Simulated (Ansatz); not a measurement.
The reference is HfSi$_{2}$ (space group Cmcm, No. 63; a = 3.6828 Å, b = 14.5980 Å, c = 3.6582 Å). Axes: x, y, z lie along a, b, c of the conventional cell.

Method: Ansatz (a first-principles code) PBE, spin-orbit coupling left out.

Base values:

The pressure is 0.0 GPa and the volume per atom comes out as 16.39 Å³. The band gap comes out as zero.

The change: biaxial strain −4.98 %, plane normal [001], relaxed out of plane (Cartesian); in-plane vectors clamped, the third vector and the atoms free.

Question: What does the calculation give for the pressure, energy relative to the base, volume per atom and band gap after the change?

Answer: The pressure (mean of the normal stresses, compression positive) goes from zero to 8.9 GPa; the energy grows by 65 meV/atom; the volume per atom shrinks by 1.06 Å³ to 15.33 Å³; the band gap is still zero.

Without a gap, meshes like the base's 13×13×13 leave anisotropic stresses uncertain by several tenths of a GPa, and small strain energies with them. Stability against distortions was not tested. The final runs are not spin-polarised.
